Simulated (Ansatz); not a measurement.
The reference is HfC in the rock salt structure (space group Fm-3m, No. 225).

```cif
data_C4Hf4
_chemical_formula_sum 'C4 Hf4'
_space_group_name_H-M_alt 'Fm-3m'
_space_group_IT_number 225
_space_group_name_Hall '-F 4 2 3'
_cell_length_a 4.65154
_cell_length_b 4.65154
_cell_length_c 4.65154
_cell_angle_alpha 90.000
_cell_angle_beta 90.000
_cell_angle_gamma 90.000
loop_
_atom_site_label
_atom_site_type_symbol
_atom_site_symmetry_multiplicity
_atom_site_Wyckoff_symbol
_atom_site_fract_x
_atom_site_fract_y
_atom_site_fract_z
_atom_site_occupancy
C1 C 4 a 0.00000 0.00000 0.00000 1
Hf1 Hf 4 b 0.50000 0.50000 0.50000 1
```
(The calculation used a cell of 2 atoms; values per cell refer to that cell.)

Calculations: plane-wave PAW DFT at the PBE level (Ansatz, a quantum-chemistry and plane-wave program, 420 eV), no spin-orbit coupling.

Base values:

```
Property              Result
-------------------  -------
Lattice parameter a  4.652 Å
```

Now apply this change: cell and atoms relaxed at a pressure of 9 GPa.

### Question
Predict the new lattice parameter a.

### Answer
The lattice parameter a shrinks by 0.0553 Å, from 4.652 Å to 4.596 Å.

Load acts through the strain it causes; cell and atoms are relaxed under it. Whether these cells are dynamically stable was not tested. Competing high-pressure phases were not computed. All final runs are without spin polarisation.
